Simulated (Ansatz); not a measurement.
The starting structures come from a database of crystals and need not be the phases stable at ambient conditions.

By PBEsol, the system below comes out a metal.

A figure of merit of an interconnect metal is its ballistic conductance per area.

```yaml
crystal:
  lattice:
    - [3.72701, 0.00000, 0.00000]
    - [0.00000, 3.72701, 0.00000]
    - [0.00000, 0.00000, 3.72701]
  atoms:
    - { symbol: Zn, position: [0.00000, 0.00000, 0.00000] }
    - { symbol: Ni, position: [0.00000, 0.50000, 0.50000] }
    - { symbol: Ni, position: [0.50000, 0.00000, 0.50000] }
    - { symbol: Ni, position: [0.50000, 0.50000, 0.00000] }
    - { symbol: N, position: [0.50000, 0.50000, 0.50000] }
```

Space group of this cell: Pm-3m, anti-perovskite. The cell is taken as given; by PBEsol its mean pressure is -2.9 GPa.

The current flows along the normal of the first two printed cell vectors, the (001) plane of the conventional cell. No spin-orbit coupling; the value is a mean over 0.1 eV about the Fermi level.

Q: Compute, with PBEsol in Ansatz (a first-principles code), the ballistic conductance per area.

A: 0.59 × 10¹⁵ S/m² for both spins.
